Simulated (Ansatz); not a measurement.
We consider Ba2ZrS4 (I4/mmm, No. 139; cell taken from a computed entry), described by r²SCAN+SOC in Ansatz (PAW).

Numerical settings: plane-wave cutoff 560 eV, 10×10×10 k mesh, Fermi–Dirac smearing 0.01 eV, PAW data made under PBE.

Cell (relaxed with PBEsol):

```xyz
7
Lattice="-2.4628 2.4628 7.7858 2.4628 -2.4628 7.7858 2.4628 2.4628 -7.7858" Properties=species:S:1:pos:R:3 pbc="T T T"
Ba     0.0000     0.0000     9.9818
Ba     0.0000     0.0000     5.5899
Zr     0.0000     0.0000     0.0000
S      0.0000     2.4628     0.0000
S      2.4628     0.0000     0.0000
S      0.0000     0.0000    13.0146
S      0.0000     0.0000     2.5570
```

Q: What does this level give for the band gap and smallest direct gap on the k points sampled?

A: 
- band gap = 0.84 eV (indirect)
- smallest direct gap on the k points sampled = 0.94 eV

Note: cell and atoms aren't relaxed at this level (largest force component 0.08 eV/Å, pressure 2.6 GPa).

The computed numbers hold no vibrational or temperature effects.

The result took about 28 core-minutes (a rough figure).

Ansatz is a first-principles code.
